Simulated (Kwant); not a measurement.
System: quantum point contact (saddle potential) in a ZnO two-dimensional gas. Effective mass 0.3 mₑ, grid spacing 2 nm, hard walls, nominal width 40 nm (19 grid rows, so walls 40 nm apart), one parabolic valley, scattering region 120 nm long along x; energies count from the band bottom; Fermi energy 0.0317 eV. Potential (V0 + ½k y²) cos²(πx/L) for |x| < L/2, with V0 swept from 0.033285 to 0 eV, k = 0.00073 eV/nm², L = 82 nm.

Constants are typed, rounded textbook-type inputs, not results; the design itself was drawn at random and stands for no fabricated device.

Computed with Kwant: effective-mass tight-binding model on a square grid, one spin, coherent transport at 0 K. Conductance is in e²/h.

Compare with the saddle-point formula G = Σ 1/(1 + exp(−2π(E − V0 − ħωy(n + ½))/ħωx)), taking ħωy = ħ√(k/m) and ħωx from the curvature along x of V0 plus half of the mode's confinement energy.

ħωy = 13.6 meV; at V0 = 27.0 meV the lowest mode has ħωx = 4.76 meV.

| V0 (meV) | formula | simulation |
|---|---|---|
| 31.4 | 0.00034 | 0.00034 |
| 27.0 | 0.057 | 0.064 |
| 22.7 | 0.96 | 0.96 |
| 18.3 | 1.00 | 1.00 |
| 14.0 | 1.02 | 1.03 |
| 9.65 | 1.93 | 1.97 |

The formula takes a parabolic saddle in the continuum; the run has the full potential on a grid.
